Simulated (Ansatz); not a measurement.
**A computed series for Sc: response to strain**

The parent structure is Sc in the hcp (Mg type) structure (space group P6_3/mmc, No. 194; a = 3.275 Å, c = 5.105 Å; relaxed with 0.1 eV smearing). Axes: x lies along a and z along c of the hexagonal cell.

Strains are applied to the cell and any free atomic positions relax.

Calculations: PBEsol (Ansatz, an electronic-structure program), no spin-orbit coupling.

Notes on the quantities. energy relative to the base: free energy F; pressure: mean of the normal stresses, compression positive.

```
change                          energy relative to the base  volume per atom  pressure
------------------------------  ---------------------------  ---------------  --------
base                                             0 meV/atom         23.71 Å³   0.0 GPa
uniaxial strain ε_xx = −3.00 %                +7.3 meV/atom         23.00 Å³   1.9 GPa
uniaxial strain ε_xx = −2.50 %                +5.1 meV/atom         23.12 Å³   1.5 GPa
uniaxial strain ε_xx = −1.50 %                +1.8 meV/atom         23.36 Å³   0.9 GPa
uniaxial strain ε_xx = −1.00 %                          [?]         23.48 Å³       [?]
uniaxial strain ε_xx = −0.50 %                +0.2 meV/atom         23.60 Å³   0.3 GPa
uniaxial strain ε_xx = +0.50 %                +0.2 meV/atom         23.83 Å³  -0.3 GPa
uniaxial strain ε_xx = +1.50 %                +1.7 meV/atom         24.07 Å³  -0.8 GPa
uniaxial strain ε_xx = +2.00 %                +3.0 meV/atom         24.19 Å³  -1.1 GPa
uniaxial strain ε_xx = +2.50 %                +4.6 meV/atom         24.31 Å³  -1.4 GPa
```

**Question.** Fill in the withheld entries from the trend.

**Answer.** 
- uniaxial strain ε_xx = −1.00 %, energy relative to the base: +0.8 meV/atom
- uniaxial strain ε_xx = −1.00 %, pressure: 0.6 GPa

No phonon test of stability was made. All final runs are without spin polarisation.
